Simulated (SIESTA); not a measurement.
A relaxation of the atoms of Mg (P-3m1, 2 atoms in the cell) with SIESTA.

Method of the run: LDA PW92, numerical atomic orbitals DZP, PseudoDojo LDA standard norm-conserving potentials (rewritten from UPF to PSML) in SIESTA.

The change in words: one atom moved by 0.15 angstrom; MD.TypeOfRun: default → FIRE; MD.Steps: default → 40; MD.MaxForceTol: default → 0.05 eV/Ang. Reference geometry:
```
CELL_PARAMETERS angstrom
      1.60018    -2.77160     0.00000
      1.60018     2.77160     0.00000
      0.00000     0.00000     5.19437
ATOMIC_POSITIONS crystal
  Mg 0.33333 0.66667 0.25000
  Mg 0.66667 0.33333 0.75000
```

Reference input (self-consistent single point, DFT, LDA PW92, numerical atomic orbitals DZP, PseudoDojo LDA standard norm-conserving potentials (rewritten from UPF to PSML)): XC.functional = LDA; XC.authors = PW92; potentials = PseudoDojo LDA standard; PAO.BasisSize = DZP; PAO.EnergyShift = 0.01 Ry; MeshCutoff = 400 Ry; kgrid.MonkhorstPack = 12 12 7; OccupationFunction = FD; ElectronicTemperature = 0.1 eV; MaxSCFIterations = 150; SCF.Mixer.Method = Pulay; SCF.Mixer.Weight = 0.2. This run's input differs from it in these lines:

```diff
@@ -17,4 +17,4 @@
 %block AtomicCoordinatesAndAtomicSpecies
-     0.333333330    0.666666670    0.250000000  1
-     0.666666670    0.333333330    0.750000000  1
+     0.333333000    0.666667000    0.278877000  1
+     0.666667000    0.333333000    0.750000000  1
 %endblock AtomicCoordinatesAndAtomicSpecies
@@ -40,2 +40,5 @@
 Diag.ParallelOverK           true
+MD.TypeOfRun                 FIRE
+MD.Steps                     40
+MD.MaxForceTol               0.05 eV/Ang
 WriteForces                  true
```

Output (repeated stretches shortened):

```
        iscf     Eharris(eV)        E_KS(eV)     FreeEng(eV)     dDmax    Ef(eV) dHmax(eV)
   scf:    1    -3220.759411    -3224.216560    -3224.240886  0.489060 -2.958429  3.306980
   scf:    2    -3224.260102    -3224.238536    -3224.263057  0.013827 -2.984944  2.558862
   scf:    3    -3224.296071    -3224.269259    -3224.294478  0.045769 -3.073862  0.031690
   scf:    4    -3224.269364    -3224.269364    -3224.294660  0.003806 -3.075565  0.011812
   scf:    5    -3224.269307    -3224.269342    -3224.294617  0.002227 -3.075642  0.082772
   scf:    6    -3224.269393    -3224.269372    -3224.294663  0.001717 -3.076970  0.001274
mix: Pulay -- inversion failed, > SVD [rank/size] 3 / 5
   scf:    7    -3224.269372    -3224.269372    -3224.294663  0.000026 -3.076952  0.000009
mix: Pulay -- inversion failed, > SVD [rank/size] 3 / 6
   scf:    8    -3224.269372    -3224.269372    -3224.294663  0.000001 -3.076952  0.000007
SCF Convergence by DM+H criterion
max |DM_out - DM_in|         :     0.0000006920
max |H_out - H_in|      (eV) :     0.0000067058
SCF cycle converged after 8 iterations

Using DM_out to compute the final energy and forces

siesta: E_KS(eV) =            -3224.2694

siesta: E_KS - E_eggbox =     -3224.2694

siesta: Atomic forces (eV/Ang):
     1    0.000000   -0.000003   -0.581742
     2    0.000000    0.000014    0.581325
   Tot    0.000000    0.000011   -0.000417
   Max    0.581742
   Res    0.335749    sqrt( Sum f_i^2 / 3N )
   Max    0.581742    constrained

Stress tensor Voigt[x,y,z,yz,xz,xy] (kbar):       11.85       11.85       10.67       -0.00       -0.00        0.00
(Free)E + p*V (eV/cell)    -3224.6241
Target enthalpy (eV/cell)    -3224.2947
FIRE: No of elements:      6

                        Begin FIRE opt. move =      7
   [... lines left out ...]
outcell: Cell volume (Ang**3)        :     46.0749
        iscf     Eharris(eV)        E_KS(eV)     FreeEng(eV)     dDmax    Ef(eV) dHmax(eV)
siesta: FreeEng =     -3224.337945
   [... lines left out ...]
siesta:     0.008912    0.000000    0.000000
siesta:     0.000000    0.008912   -0.000000
siesta:     0.000000   -0.000000    0.010908

siesta: Cell volume =         46.074851 Ang**3

siesta: Pressure (static):
siesta:                Solid            Molecule  Units
siesta:          -0.00010431         -0.00009508  Ry/Bohr**3
siesta:          -0.00957727         -0.00872978  eV/Ang**3
siesta:         -15.34447259        -13.98664223  kBar
```

The run converged. 

Summary of the result:
| Quantity | Result |
|---|---|
| Free energy E − TS | -3224.3379 eV |
| Fermi level (on the code's own zero) | -3.08 eV |
| Pressure | -1.53 GPa |
| Largest force (vector length) | 0.045 eV/Å |
| Relaxation steps | 8 |

The starting cell has typed, rounded lattice constants, without a prior relaxation at this level. Its lattice was rescaled by up to half a per cent. For this run, on top of that: one atom moved by 0.15 angstrom. Values carry the incompleteness of an atom-centred basis.

Cost on one core of a shared machine: roughly 50 s.
